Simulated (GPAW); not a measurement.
Band structure of Y3Ge (P6_3/mmc, 8 atoms in the cell).

```yaml
crystal:
  lattice:
    - [6.72544, 0.00000, 0.00000]
    - [-3.36272, 5.82440, 0.00000]
    - [0.00000, 0.00000, 5.31968]
  atoms:
    - { symbol: Y, position: [0.34789, 0.17394, 0.75000] }
    - { symbol: Y, position: [0.65211, 0.82605, 0.25000] }
    - { symbol: Y, position: [0.17394, 0.34789, 0.25000] }
    - { symbol: Y, position: [0.82605, 0.65211, 0.75000] }
    - { symbol: Y, position: [0.82605, 0.17394, 0.75000] }
    - { symbol: Y, position: [0.17394, 0.82605, 0.25000] }
    - { symbol: Ge, position: [0.66667, 0.33333, 0.25000] }
    - { symbol: Ge, position: [0.33333, 0.66667, 0.75000] }
```

Method of the run: LDA (Perdew-Wang 92), GPAW PAW datasets LDA (gpaw-data 1.0.1) (plane waves; GPAW).

Settings: mode = pw; ecut = 550 eV; xc = LDA; kpts = 3 3 3; mesh shift (steps) = 0 0 0; occupations.name = methfessel-paxton; occupations.width = 0.136 eV; occupations.order = 0; nbands = -14; symmetry.symmorphic = false; symmetry.tolerance = 0.0005; maxiter = 100; bandpath_npoints = 30.

The starting cell comes from a database of computed structures (which also holds hypothetical and non-ambient phases and stackings), without a prior relaxation at this level.

Levels in eV from the Fermi level, bands 34 to 41:
| point | 34 | 35 | 36 | 37 | 38 | 39 | 40 | 41 |
|---|---|---|---|---|---|---|---|---|
| Γ | -1.52 | -0.94 | -0.94 | -0.44 | -0.44 | -0.09 | -0.01 | 0.83 |
| M | -0.47 | -0.43 | -0.43 | -0.42 | 0.05 | 0.13 | 0.58 | 0.95 |
| K | -0.80 | -0.19 | -0.13 | -0.13 | 0.05 | 0.05 | 0.89 | 0.89 |
| A | -0.87 | -0.87 | -0.87 | -0.64 | -0.64 | 0.14 | 0.14 | 0.65 |
| L | -1.61 | 0.03 | 0.03 | 0.14 | 0.14 | 0.39 | 0.39 | 0.74 |
| H | -1.34 | -0.10 | -0.10 | 0.06 | 0.06 | 0.23 | 0.23 | 1.18 |

Bands cross the Fermi level along this path, so the cell is metallic at this level.
